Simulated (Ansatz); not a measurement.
Cubic perovskite CsPbBr3 (cubic high-temperature phase), treated with r²SCAN (Ansatz, a quantum-chemistry and plane-wave program, plane waves, PAW).

Numerical settings: plane-wave cutoff 500 eV, 6×6×6 k mesh, gaussian smearing 0.02 eV, scalar-relativistic PAW data made under PBE.

Cell (relaxed at this level):

```cif
data_Br3CsPb
_chemical_formula_sum 'Cs1 Pb1 Br3'
_space_group_name_H-M_alt 'P 1'
_space_group_IT_number 1
_cell_length_a 5.93583
_cell_length_b 5.93583
_cell_length_c 5.93583
_cell_angle_alpha 90.000
_cell_angle_beta 90.000
_cell_angle_gamma 90.000
loop_
_space_group_symop_operation_xyz
  'x, y, z'
loop_
_atom_site_label
_atom_site_type_symbol
_atom_site_fract_x
_atom_site_fract_y
_atom_site_fract_z
_atom_site_occupancy
Cs1 Cs 0.00000 0.00000 0.00000 1
Pb1 Pb 0.50000 0.50000 0.50000 1
Br1 Br 0.50000 0.00000 0.50000 1
Br2 Br 0.00000 0.50000 0.50000 1
Br3 Br 0.50000 0.50000 0.00000 1
```

Question: What does this level give for the band gap?

Answer: 
* **band gap**: 2.03 eV (on the SCF k mesh)

Note: the relaxation could not lower the start's symmetry, so the cell can be a saddle point above a distorted one.

Spin–orbit coupling is not included; with these elements it can move the gap by several tenths of an eV or more.

Static lattice: no zero-point or thermal effects.
